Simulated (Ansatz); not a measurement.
Si (diamond structure), Σ9 (114) [1-10] symmetric tilt. One Ge atom replaces one Si atom in a bicrystal of 63 atoms (one solute to 63 Å² of one boundary, a high coverage); atoms relaxed, cell held. Energies count from the site farthest from both boundaries, which lies only 5.2 Å away; negative means that the solute is drawn to the site. The cell is neutral, and spin is allowed where the electrons are odd. k-points: Γ-centred 2×6×1 mesh; occupations: Fermi-Dirac, 0.050 eV; spin polarisation not allowed. Scalar-relativistic, no spin-orbit coupling.

Sites tried, by distance from the nearest boundary plane (Å): 0.01, 0.26, 0.98, 1.94.

Question: Does Ge segregate by PBE (Ansatz, a program for electronic structure), and with what energy at each site?

Answer: 0.01 Å: -0.20 eV; 0.26 Å: -0.32 eV; 0.98 Å: -0.04 eV; 1.94 Å: -0.12 eV. The most favoured site tried binds it by 0.32 eV.
